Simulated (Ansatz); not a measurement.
The parent structure is ZnS in the wurtzite structure (space group P6_3mc, No. 186; a = 3.782 Å, c = 6.208 Å). Axes: x lies along a and z along c of the hexagonal cell.

Computed with plane-wave PAW DFT at the PBEsol level (Ansatz, a program for electronic structure, 420 eV), without spin-orbit coupling.

Base values:

The shortest interatomic distance is 2.319 Å.

It is then changed as follows: compressive biaxial strain of 1.20 % in the plane normal to [001], as in epitaxy on a mismatched substrate; the out-of-plane cell vector and the atoms relax.

Question: How does this affect the out-of-plane strain and shortest interatomic distance?

Answer: The out-of-plane strain amounts to +0.75 %; the shortest interatomic distance falls by 0.014 Å to 2.305 Å.

Stability against distortions was not tested.
